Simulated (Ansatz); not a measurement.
## A computed series for FeNi3: pressure series

Base system: FeNi$_{3}$ in the Cu3Au type structure (space group Pm-3m, No. 221; a = 3.514 Å; ferromagnetic).

Cell and atoms are relaxed at each pressure.

Computed with Kohn–Sham DFT with the r2SCAN functional, run in Ansatz (a first-principles code) with PAW and 500 eV plane waves, no spin-orbit coupling.

Notes on the quantities. enthalpy: H = E + PV relative to the base's energy.

```json
[
 {"change": "base", "largest site moment": "3.19 μB", "shortest interatomic distance": "2.485 Å", "enthalpy": "–"},
 {"change": "pressure −2 GPa", "largest site moment": "3.20 μB", "shortest interatomic distance": "2.493 Å", "enthalpy": "-0.14 eV/atom"},
 {"change": "pressure −1 GPa", "largest site moment": "3.20 μB", "shortest interatomic distance": "2.489 Å", "enthalpy": "-0.07 eV/atom"},
 {"change": "pressure 0.3 GPa", "largest site moment": "3.19 μB", "shortest interatomic distance": "2.484 Å", "enthalpy": "+0.02 eV/atom"},
 {"change": "pressure 0.7 GPa", "largest site moment": "3.19 μB", "shortest interatomic distance": "2.482 Å", "enthalpy": "+0.05 eV/atom"},
 {"change": "pressure 1.5 GPa", "largest site moment": "3.18 μB", "shortest interatomic distance": "2.479 Å", "enthalpy": "+0.10 eV/atom"},
 {"change": "pressure 3 GPa", "largest site moment": "3.17 μB", "shortest interatomic distance": "2.474 Å", "enthalpy": "+0.20 eV/atom"},
 {"change": "pressure 5 GPa", "largest site moment": "3.16 μB", "shortest interatomic distance": "(withheld)", "enthalpy": "+0.33 eV/atom"},
 {"change": "pressure 7.5 GPa", "largest site moment": "3.15 μB", "shortest interatomic distance": "2.458 Å", "enthalpy": "+0.50 eV/atom"},
 {"change": "pressure 10 GPa", "largest site moment": "3.13 μB", "shortest interatomic distance": "2.450 Å", "enthalpy": "+0.66 eV/atom"}
]
```

Question: What belongs in the blanks?

Answer: 
- pressure 5 GPa, shortest interatomic distance: 2.466 Å

Other magnetic orders, which the real material may have, were not ruled out. Load acts through the strain it causes; cell and atoms are relaxed under it. Whether these cells are dynamically stable was not tested. Competing high-pressure phases were not computed.
